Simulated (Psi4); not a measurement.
Psi4 1.11, WB97X/def2-svp: Nb(S)(OH)(OMe)2 (C[O][Nb]([OH])(=[S])[O]C), 14 atoms. The geometry is a generated start, not checked to be a minimum at this level.

```json
{
  "task": "energy",
  "method": "wb97x",
  "basis": "def2-svp",
  "memory": "3 GB",
  "maxiter": "100",
  "keys_of_the_molecule_block": "symmetry c1",
  "scf_type": "df (default)",
  "diis_max_vecs": "10 (default)",
  "e_convergence": "1e-06 (default)",
  "d_convergence": "1e-06 (default)",
  "dft_radial_points": "75 (default)",
  "dft_spherical_points": "302 (default)",
  "effective_core_potentials": "those of the basis set, past Kr",
  "basis_functions": "154",
  "grid_points": "301232"
}
```

```xyz
14

Nb    -0.3804     0.3901     0.6997
S     -0.9265     2.0716    -0.6857
O     -1.1780     0.9350     2.2284
H     -1.6137     1.2874     3.0090
O      1.3967     0.3882     0.5002
C      2.7124     0.5951     0.1317
H      3.2946    -0.3267     0.2761
H      2.7488     0.8840    -0.9294
H      3.1527     1.3975     0.7394
O     -1.1452    -0.9499    -0.2187
C     -1.8701    -1.5528    -1.2314
H     -2.8090    -1.9623    -0.8350
H     -2.0978    -0.7936    -1.9981
H     -1.2846    -2.3638    -1.6861
```

Charge 0 and multiplicity 1 are set for this test and not shown to be the ground state.

With the defaults (damping_percentage = 0, diis = true, scf_initial_accelerator = adiis, soscf = false, soscf_start_convergence = 0.01, guess = auto, which took SAD, level_shift = 0, level_shift_cutoff = 0.01) it converges in 11 SCF iterations. One run each on 2 threads, with these changes:
- level_shift = 0.1, level_shift_cutoff = 0.001
- scf_initial_accelerator = none
- damping_percentage = 60, diis = false, scf_initial_accelerator = none
- guess = sapgau
- soscf = true
- guess = gwh
- soscf = true, soscf_start_convergence = 0.1
- level_shift = 0.5, level_shift_cutoff = 0.001
- damping_percentage = 60

Problem. Which runs fail or end elsewhere than the default run?

Solution. No convergence: damping_percentage = 60; damping_percentage = 60, diis = false, scf_initial_accelerator = none (the run ends without SCF convergence in 100 iterations). The rest reach the solution of the defaults.

```csv
setting,SCF iterations,JK calls,end
"soscf = true, soscf_start_convergence = 0.1",7,28,same solution
soscf = true,8,29,same solution
the defaults,11,12,same solution
scf_initial_accelerator = none,11,12,same solution
"level_shift = 0.5, level_shift_cutoff = 0.001",11,12,same solution
"level_shift = 0.1, level_shift_cutoff = 0.001",11,12,same solution
guess = gwh,15,15,same solution
guess = sapgau,17,17,same solution
damping_percentage = 60,100,101,no convergence
"damping_percentage = 60, diis = false, scf_initial_accelerator = none",100,101,no convergence
```

An SOSCF iteration holds several JK calls; a Hückel guess adds calls on atoms.
